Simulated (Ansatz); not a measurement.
A hypothetical phase is included: elements placed on a structure type, which no database files for this compound.

The decay constant κ of evanescent states in the gap governs leakage through a thin film.

Input:

```
BN
1.0
    3.47767    -0.15482    -0.64687
    1.60469     3.08932    -0.64701
   -1.58102    -0.91322     7.64826
B N
3 3
Direct
  0.00000   0.00000   0.50000
  0.00000   0.00000   0.83333
  0.00000   0.00000   0.16667
  0.00000   0.00001   0.00000
  0.00000   0.00000   0.33333
  0.00000   0.00000   0.66667
```

The cell was relaxed by PBE-D3(BJ); by r2SCAN it stands under a pressure of -1.5 GPa.

Transport runs along the normal of the first two printed cell vectors.

The gap is the functional's own. No spin-orbit coupling. Mid-gap values are those at the computed energy nearest the middle.

Problem. State the band gap and the smallest decay constant κ at mid-gap according to r2SCAN (Ansatz, a first-principles code).

Solution. Gap 3.44 eV on a 10×10×4 mesh; κ = 0.234 1/Å, at (0.500, 0.000) of the in-plane reciprocal vectors. At the zone centre the slowest state has κ = 0.33 1/Å.
